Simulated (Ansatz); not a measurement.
Short convergence ladders for BaGa₂H₂ (P-3m1, 5 atoms in the cell)

```
Ba(GaH)2
1.0
    4.51261     0.00000     0.00000
   -2.25631     3.90804     0.00000
    0.00000     0.00000     4.96539
Ba Ga H
1 2 2
Direct
  0.00000   0.00000   0.00000
  0.33333   0.66667   0.46883
  0.66667   0.33333   0.53117
  0.33333   0.66667   0.13291
  0.66667   0.33333   0.86709
```

Base method: LDA (PW92), default PAW files made with PBE (plane waves; Ansatz, a first-principles code).

Base settings: basis.ecutwfc = 420 eV; kpoints.mp_grid.grid = 9 9 7; hamiltonian.xc = lda; hamiltonian.pseudopotentials = {kind: paw} (the program's default PAW files); scf.occupations.method = fermi_dirac; scf.occupations.width = 0.1 eV.

Core times come from one kind of shared machine, to one figure; runs under 30 s give none.

**Zone-centre phonons against the cutoff**

In this ladder: phonons.method = dfpt.

The mesh stays at the base's, so the ladder's end is converged at best in this setting alone.

Frequencies are those of the unrelaxed cell, without the LO-TO term of polar crystals.

Only quantities that move along the ladder and can be compared are tabulated.

| basis.ecutwfc | highest zone-centre frequency (cm⁻¹) | lowest optical frequency (cm⁻¹) | core time / last (rough) |
|---|---|---|---|
| 210 eV | 1402.2 | 75.2 | 0.2 |
| 250 eV | 1502.6 | 91.7 | 0.3 |
| 295 eV | 1499.7 | 86.3 | 0.4 |
| 420 eV | 1462.6 | 86.6 | 0.5 |
| 630 eV | 1461.3 | 86.6 | 1 |

Coarsest basis.ecutwfc that holds the lowest optical frequency within 10 cm⁻¹ of the last step, with all finer ones: 250 eV, at about 0.3 of the last step's time; the step before is off by 11 cm⁻¹.

Coarsest basis.ecutwfc that holds the highest zone-centre frequency within 10 cm⁻¹ of the last step, with all finer ones: 420 eV; the step before is off by 38 cm⁻¹.

**Zone-centre phonons against the mesh**

In this ladder: phonons.method = dfpt.

Frequencies are those of the unrelaxed cell, without the LO-TO term of polar crystals.

Only quantities that move along the ladder and can be compared are tabulated.

| kpoints.mp_grid.grid | highest zone-centre frequency (cm⁻¹) | lowest optical frequency (cm⁻¹) | core time / last (rough) |
|---|---|---|---|
| 3 3 2 | 1456.6 | 81.3 | – |
| 4 4 3 | 1462.1 | 92.3 | – |
| 4 4 4 | 1459.7 | 91.0 | 0.03 |
| 7 7 5 | 1461.9 | 87.6 | 0.08 |
| 10 10 8 | 1462.6 | 86.6 | 0.3 |
| 12 12 10 | 1463.0 | 86.5 | 1 |

Coarsest kpoints.mp_grid.grid that holds the lowest optical frequency within 2 cm⁻¹ of the last step, with all finer ones: 7 7 5, at about 0.08 of the last step's time; the step before is off by 4.5 cm⁻¹.

Coarsest kpoints.mp_grid.grid that holds the highest zone-centre frequency within 5 cm⁻¹ of the last step, with all finer ones: 4 4 3; the step before is off by 6.4 cm⁻¹.

**The force threshold of a relaxation**

On BaGa2H2 (P3m1, 5 atoms in the cell): one atom moved by 0.15 angstrom.

In this ladder: relax = atoms.

The mesh stays at the base's, so the ladder's end is converged at best in this setting alone.

Only quantities that move along the ladder and can be compared are tabulated.

```csv
relax.f_tol,free energy less the last step's (meV/atom),largest force left (eV/Å),relaxation steps,core time / last (rough)
0.2 eV/Å,1.07,0.1773,3,0.5
0.1 eV/Å,0.00,0.0055,5,0.8
0.05 eV/Å,0.00,0.0058,5,0.7
0.03 eV/Å,0.00,0.0063,5,0.7
0.02 eV/Å,0.00,0.0066,5,0.7
0.005 eV/Å,0.00,0.0002,6,0.9
0.001 eV/Å,0.00,0.0005,7,1
```

Coarsest relax.f_tol that holds the largest force left within 0.02 eV/Å of the last step, with all finer ones: 0.1 eV/Å; the step before is off by 0.18 eV/Å.

Coarsest relax.f_tol that holds the free energy within 0.1 meV/atom of the last step, with all finer ones: 0.1 eV/Å; the step before is off by 1.1 meV/atom.

On the base run: the starting cell comes from a database of computed structures (which also holds hypothetical and non-ambient phases and stackings), without a prior relaxation at this level. Its lattice was rescaled by up to half a per cent. In the base run, with a pressure of about -3 GPa the cell is away from its equilibrium volume at this level.

Keys are those of Ansatz 0.2.
